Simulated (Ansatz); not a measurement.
The starting structures come from a database of crystals and need not be the phases stable at ambient conditions.

 Where the default PAW files enter, the runs use the earlier of Ansatz's two default sets.

Here is the system:

```
BN
1.0
    2.56397     0.00000     0.00000
    0.00000     2.56397     0.00000
    1.28198     1.28198     1.86739
B N
1 1
Cartesian
  0.00000   0.00000   0.00000
  1.28198   2.56397   0.93370
```

Space group of this cell: I-4m2. The cell is strained (lengths along the current scaled by 1.03, ions clamped); by r2SCAN its mean pressure is -15.8 GPa.

Transport runs along the normal of the first two printed cell vectors, the (001) (indices of the unstrained crystal) plane of the conventional cell.

The gap is the functional's own. No spin-orbit coupling. Mid-gap values are interpolated on the energy grid.

Problem. Estimate the band gap and the smallest decay constant κ at mid-gap that r2SCAN (Ansatz, a program for electronic structure) returns for this system.

Solution. Gap 4.67 eV on a 16×16×16 mesh; κ = 0.391 1/Å, at (0.500, 0.500) of the in-plane reciprocal vectors. At the zone centre, at the nearest computed energy, the slowest state has κ = 0.45 1/Å.
